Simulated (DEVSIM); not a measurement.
System: abrupt Si n-p junction, at 300 K.

```csv
layer (left to right),material,thickness (μm),Nd (cm⁻³),Na (cm⁻³),τn (s),τp (s)
1,Si,3.40,1.2e19,-,7.7e-6,7.7e-5
2,Si,160,-,1.8e17,7.7e-6,7.7e-6
```

Left contact: ohmic. Right contact: ohmic. Voltage is applied to the left contact. Recombination: SRH at mid-gap, radiative. Mobility is constant in doping.

Constants are typed, rounded textbook-type inputs, not results; the design itself was drawn at random and stands for no fabricated device. Values at 300 K.

| parameter | Si |
|---|---|
| gap (eV) | 1.124 |
| affinity (eV) | 4.05 |
| permittivity | 11.7 |
| Nc (cm⁻³) | 2.86e19 |
| Nv (cm⁻³) | 3.1e19 |
| μn (cm²/Vs) | 1417 |
| μp (cm²/Vs) | 470 |
| B (cm³/s) | 4.7e-15 |

Simulated with DEVSIM: 1D drift-diffusion, Boltzmann statistics, complete ionisation; no tunnelling, impact ionisation, image-force lowering or self-heating.

Question: Give the dark forward current.

Answer: 
| V (V) | J (A/cm²) |
|---|---|
| -0.10 | -4.2e-10 |
| -0.15 | -1.3e-9 |
| -0.20 | -4.2e-9 |
| -0.25 | -1.5e-8 |
| -0.30 | -6.5e-8 |
| -0.35 | -3.4e-7 |
| -0.40 | -2.1e-6 |
| -0.45 | -1.4e-5 |
| -0.50 | -9.2e-5 |
| -0.55 | -0.00063 |
| -0.60 | -0.0043 |
| -0.65 | -0.030 |
| -0.70 | -0.21 |
| -0.75 | -1.4 |
| -0.80 | -8.6 |
| -0.85 | -40 |
| -0.90 | -130 |
| -0.95 | -320 |
| -1.00 | -620 |
| -1.05 | -1100 |
| -1.10 | -1700 |
| -1.15 | -2400 |
